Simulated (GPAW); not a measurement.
Band structure of Os (P6_3/mmc, 4 atoms in the cell).

```
CELL_PARAMETERS angstrom
      2.74343     0.00000     0.00000
     -1.37171     2.37588     0.00000
      0.00000     0.00000     8.82699
ATOMIC_POSITIONS crystal
  Os 0.00000 0.00000 0.00000
  Os 0.00000 0.00000 0.50000
  Os 0.33333 0.66667 0.25000
  Os 0.66667 0.33333 0.75000
```

Computed with PBE, GPAW PAW datasets PBE (gpaw-data 1.0.1) (plane waves; GPAW).

Settings: mode = pw; ecut = 600 eV; xc = PBE; kpts = 9 9 3; mesh shift (steps) = 0 0 0; occupations.name = methfessel-paxton; occupations.width = 0.1 eV; occupations.order = 0; nbands = -12; symmetry.symmorphic = false; symmetry.tolerance = 0.0005; maxiter = 120; bandpath_npoints = 40.

The starting cell was generated: these elements placed on a structure prototype, without a prior relaxation; it need not be a known phase or ordering of this composition. Its lattice was rescaled by a random factor within 2.5 % of one. Spin-orbit coupling is off. Spin polarisation is off.

Levels in eV from the Fermi level, bands 25 to 32:
| point | 25 | 26 | 27 | 28 | 29 | 30 | 31 | 32 |
|---|---|---|---|---|---|---|---|---|
| Γ | -2.56 | -2.41 | -2.41 | -0.83 | -0.83 | -0.20 | 0.00 | 0.00 |
| M | -1.05 | 0.30 | 1.32 | 2.12 | 2.16 | 2.30 | 2.31 | 2.59 |
| K | -1.38 | -1.38 | 0.19 | 0.19 | 1.31 | 1.49 | 1.49 | 1.62 |
| A | -2.75 | -2.75 | -2.00 | -2.00 | -0.34 | -0.34 | -0.34 | -0.34 |
| L | -0.85 | -0.85 | 1.12 | 1.12 | 2.17 | 2.17 | 2.55 | 2.55 |
| H | -1.35 | -1.35 | -0.31 | -0.31 | 1.52 | 1.52 | 1.87 | 1.87 |

Bands cross the Fermi level along this path, so the cell is metallic at this level.
